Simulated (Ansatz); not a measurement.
Levels about the gap of amorphous Hf18O39La2 (59 atoms in a cell of 781 Å³, 8.75 g/cm³; zone centre alone, so wide bands show as single levels with stretches between that a denser mesh fills), at the geometry that PBE relaxed, where it gives 0.1 GPa on a denser mesh. The participation number counts the atoms over which a state spreads; weights are charges in smoothed Voronoi cells. The levels come from a single point, so bond lengths are those of that geometry. Method of the levels: PBE, scalar-relativistic without spin-orbit coupling (Ansatz, a program for electronic structure). Sampling: the zone centre alone; Fermi-Dirac width 0.02 eV; no spin polarisation. At PBE the levels at the filled edge of the gap are localised (band-tail or defect states), and the nearest spread-out levels lie 4.2 eV apart at the zone centre.

Preparation: random packing, a CHGNet melt and quench, and a DFT relaxation. O atoms were pushed apart under 1.9 Å during the dynamics, to hinder bonds among them. The hot cell started wider than the set density and was brought back towards it in steps. It is the lowest in DFT energy of 2 quenches. It is a model cell: composition and starting density were chosen by hand, and all elements were melted together. No dispersion term was used. Its density started from a set value of 8.75 and ended at 8.75 g/cm³. The quench (nominally 300 K/ps over its main leg) was far faster than any real one, so the model tends to hold more defects than a real film. One small periodic cell is one sample of the glass; other quenches scatter about these values. The volume was held where the preparation left it and the shape relaxed, at a PBE pressure of 0.1 GPa. On a 2×2×2 Γ-centred mesh force components of up to 0.13 eV/Å stay, since the relaxation ran on the zone centre alone.

| E - E(highest filled), eV | filling | participation number | largest on | weight O | weight La | weight Hf |
|---|---|---|---|---|---|---|
| -0.60 | filled | 15.5 | O, 4 neighbours | 0.95 | 0.01 | 0.04 |
| -0.56 | filled | 13.3 | O, 3 neighbours | 0.94 | 0.01 | 0.05 |
| -0.51 | filled | 21.1 | O, 3 neighbours | 0.94 | 0.01 | 0.05 |
| -0.46 | filled | 26.1 | O, 3 neighbours | 0.94 | 0.01 | 0.05 |
| -0.37 | filled | 14.3 | O, 3 neighbours | 0.95 | 0.01 | 0.04 |
| -0.26 | filled | 8.0 | O, 4 neighbours | 0.94 | 0.02 | 0.04 |
| 0.00 | filled | 5.7 | O, 3 neighbours | 0.95 | 0.01 | 0.05 |
| 3.86 | empty | 14.8 | Hf, 7 neighbours | 0.39 | 0.09 | 0.52 |
| 4.02 | empty | 3.8 | La, 7 neighbours | 0.24 | 0.52 | 0.24 |
| 4.07 | empty | 3.9 | La, 7 neighbours | 0.24 | 0.52 | 0.25 |
| 4.11 | empty | 2.8 | La, 7 neighbours | 0.17 | 0.65 | 0.18 |
| 4.14 | empty | 1.7 | La, 7 neighbours | 0.15 | 0.77 | 0.09 |
| 4.16 | empty | 3.8 | La, 7 neighbours | 0.21 | 0.53 | 0.25 |
| 4.17 | empty | 1.5 | La, 7 neighbours | 0.09 | 0.85 | 0.06 |

Most localised among these is the empty level at +4.17 eV, on a La atom, which has 7 neighbours (O 2.41 Å, O 2.44 Å, O 2.49 Å, O 2.53 Å, O 2.63 Å, O 2.67 Å, O 2.79 Å).
